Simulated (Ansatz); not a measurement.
Consider HfO$_{2}$ in the fluorite structure (space group Fm-3m, No. 225; a = 5.058 Å).

Method: r2SCAN (Ansatz, a program for electronic structure, PAW, spin-orbit coupling left out).

Base values:

| Item | Result |
|---|---|
| Gap character | direct at X |
| Smallest direct gap | 4.30 eV |
| Band gap | 4.30 eV |

It is then changed as follows: every Hf is replaced by Zr, then cell and atoms are relaxed.

Tabulated Pauling electronegativity and covalent radius: Hf 1.30, 1.75 Å; Zr 1.33, 1.75 Å.

Problem. Estimate the effect on the gap character, electron mass, smallest direct gap and band gap.

Solution. The gap character changes from direct at X to indirect, X → Γ; the electron mass (degenerate bands, along [100]) amounts to 0.53, 2.1 mₑ (at Γ); the smallest direct gap drops by 0.01 eV, from 4.30 eV to 4.29 eV; the band gap decreases by 0.416 eV (4.30 eV → 3.89 eV).

With Hf present, leaving out spin-orbit coupling can change the band edges. Masses are band curvatures over ±0.01 Å⁻¹ around the edge. Stability against distortions was not tested. This is not the structure that ZrO2 has at room temperature and ambient pressure. This is not the structure that HfO2 has at room temperature and ambient pressure.
